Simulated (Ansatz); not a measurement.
Response to strain in hypothetical CsCl type BiB

Base system: BiB in the CsCl type structure (space group Pm-3m, No. 221; a = 3.3094 Å; a hypothetical phase, not in the database extracts checked; relaxed with 0.1 eV smearing). Axes: x, y, z lie along the cube axes.

Strains are applied to the cell and any free atomic positions relax; under biaxial strain the out-of-plane vector relaxes too.

Level of theory: PBEsol, PAW, 420 eV (Ansatz, an electronic-structure program; without spin-orbit coupling).

Notes on the quantities. energy relative to the base: free energy F; pressure: mean of the normal stresses, compression positive.

| change | space group | energy relative to the base | pressure | volume per atom |
|---|---|---|---|---|
| base | Pm-3m (No. 221) | 0 meV/atom | 0.0 GPa | 18.12 Å³ |
| biaxial strain −1.97 %, plane normal [001], relaxed out of plane | P4/mmm (No. 123) | +6.9 meV/atom | 2.2 GPa | 17.70 Å³ |
| biaxial strain −1.10 %, plane normal [110], relaxed out of plane | Cmmm (No. 65) | +1.2 meV/atom | 0.6 GPa | 18.02 Å³ |
| biaxial strain +4.04 %, plane normal [111], relaxed out of plane | R-3m (No. 166) | +7.8 meV/atom | -1.1 GPa | 18.53 Å³ |
| isotropic strain +2.62 % | Pm-3m (No. 221) | … | … | 19.58 Å³ |
| isotropic strain +3.99 % | Pm-3m (No. 221) | +58 meV/atom | -7.4 GPa | 20.38 Å³ |
| uniaxial strain ε_xx = +4.49 % | P4/mmm (No. 123) | +13 meV/atom | -3.1 GPa | 18.94 Å³ |

Q: What belongs in the blanks?

A: 
- isotropic strain +2.62 %, energy relative to the base: +26 meV/atom
- isotropic strain +2.62 %, pressure: -5.3 GPa

Whether these cells are dynamically stable was not tested. The final runs are not spin-polarised.
